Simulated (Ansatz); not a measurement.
## Point defect Sc on the Al site (Sc_Al) in fcc Al

The numbers are results of PBE, PAW (plane waves to 420 eV; Ansatz, an electronic-structure program), not measurements. Cell and caveats: 108-site cell; 4×4×4 shifted k-points; start: the Al site; finite-size errors of tenths of an eV; the relaxation kept the symmetry of the starting site.

Neighbours after relaxation, in Å: of the Sc atom: Al 2.89, Al 2.89, Al 2.89, Al 2.89, Al 2.89, Al 2.89, Al 2.89, Al 2.89 (the shell may go on).

Formation energies E_f are those of the neutral cell. Chemical conditions: impurity bounded by its compound with the host (Δμ(Al) = 0.00 eV, Δμ(Sc) = -1.81 eV, bounded by Al3Sc (Pm-3m); only phases computed here count, gases as isolated molecules at 0 K). Reference phases: Al: fcc Al, Sc: hcp Sc.

```json
[
 {"charge": "0", "moment (μB)": "not spin-polarised", "point group": "Oh", "largest move off a lattice site (Å)": "0.03", "E_f, impurity bounded by its compound with the host (eV)": "0.75"}
]
```

Point groups are those of the whole cell at tolerances of 0.03 and 0.1 Å ("near" where only the looser one holds); none is given for unsettled states.

All states together cost very roughly 6 core-minutes.
